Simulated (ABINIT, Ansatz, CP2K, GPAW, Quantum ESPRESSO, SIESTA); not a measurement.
Sc (P6_3/mmc, 2 atoms in the cell) computed with different codes at matched settings

Self-consistent single point.

```yaml
crystal:
  lattice:
    - [1.65500, -2.86654, 0.00000]
    - [1.65500, 2.86654, 0.00000]
    - [0.00000, 0.00000, 5.27000]
  atoms:
    - { symbol: Sc, position: [0.33333, 0.66667, 0.25000] }
    - { symbol: Sc, position: [0.66667, 0.33333, 0.75000] }
```

All programs got the same cell, k-point mesh and kind of occupations (in Ansatz's words: kpoints.mp_grid.grid = 11 11 6; scf.occupations.method = fermi_dirac; scf.occupations.width = 0.1 eV); potentials, basis and cutoffs are each program's usual ones.

```json
[
 {"code": "GPAW", "model": "PBE, GPAW PAW datasets PBE (gpaw-data 1.0.1)", "pressure (GPa)": "-0.63", "k-points": "64", "cutoff": "850 eV"},
 {"code": "SIESTA", "model": "GGA PBE, numerical atomic orbitals TZP, PseudoDojo PBE standard norm-conserving potentials (rewritten from UPF to PSML)", "pressure (GPa)": "-1.11", "k-points": "369", "cutoff": "grid 400 Ry"},
 {"code": "CP2K", "model": "PBE, GPW, TZVP-MOLOPT-SR-GTH basis, GTH-PBE potentials (GTH_POTENTIALS)", "pressure (GPa)": "-0.52", "k-points": "364", "cutoff": "grid 600 Ry"},
 {"code": "ABINIT", "model": "PBE, norm-conserving pseudopotentials (PseudoDojo nc-sr-05 PBE standard)", "pressure (GPa)": "-0.56", "k-points": "64", "cutoff": "39 Ha"},
 {"code": "Quantum ESPRESSO", "model": "PBE, PseudoDojo standard norm-conserving (PBE) pseudopotentials", "pressure (GPa)": "-0.55", "k-points": "64", "cutoff": "80 Ry"},
 {"code": "Ansatz", "model": "PBE, default PAW files", "pressure (GPa)": "-0.57", "k-points": "64", "cutoff": "default"}
]
```

The spread over the programs that give each value: pressure within 0.59 GPa.

The starting cell has typed, rounded lattice constants, without a prior relaxation at this level.

### Question
Why do the programs differ, and what cannot be compared?

### Answer
Differences of this kind can come from the potentials, where these differ, and from what each basis and cutoff leave unconverged. The zero of total energies and Fermi levels follows the potentials and each program's conventions, so they are not compared here. SIESTA and CP2K use small atom-centred bases, whose incompleteness enters pressures, forces and empty levels differently from a plane-wave cutoff. Ansatz's pressure is given at a fixed set of plane waves, as the other plane-wave codes print theirs. The programs reduce the same mesh by symmetry to different extents, which changes the work and not the result.

Left out of this page: Elk and FLEUR (not drawn, or without a comparable value).

Ansatz is a first-principles code.

Keys are those of Ansatz 0.2.
